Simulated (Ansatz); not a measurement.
Base system: Ta in the bcc (W type) structure (space group Im-3m, No. 229; a = 3.282 Å; relaxed with 0.1 eV smearing). Axes: x, y, z lie along the cube axes.

Level of theory: plane-wave PAW DFT at the PBEsol level (Ansatz, a quantum-chemistry and plane-wave program, 420 eV), scalar-relativistic without spin-orbit coupling.

Strains are applied to the cell and any free atomic positions relax; under biaxial strain the out-of-plane vector relaxes too.

One change was made to it. Results:

The pressure (mean of the normal stresses, compression positive) goes from zero to 5.6 GPa; the volume per atom falls by 0.41 Å³ to 17.27 Å³; the energy goes up by 27 meV/atom.

**Question.** Name the change that was made.
(A) biaxial strain −2.50 %, plane normal [001], relaxed out of plane
(B) biaxial strain +1.50 %, plane normal [001], relaxed out of plane
(C) biaxial strain −3.00 %, plane normal [001], relaxed out of plane

**Answer.** C, biaxial strain −3.00 %, plane normal [001], relaxed out of plane. For comparison, the energy relative to the base in the other runs: biaxial strain −2.50 %, plane normal [001], relaxed out of plane gives +19 meV/atom; biaxial strain +1.50 %, plane normal [001], relaxed out of plane gives +6.0 meV/atom.

Stability against distortions was not tested. All final runs are without spin polarisation.
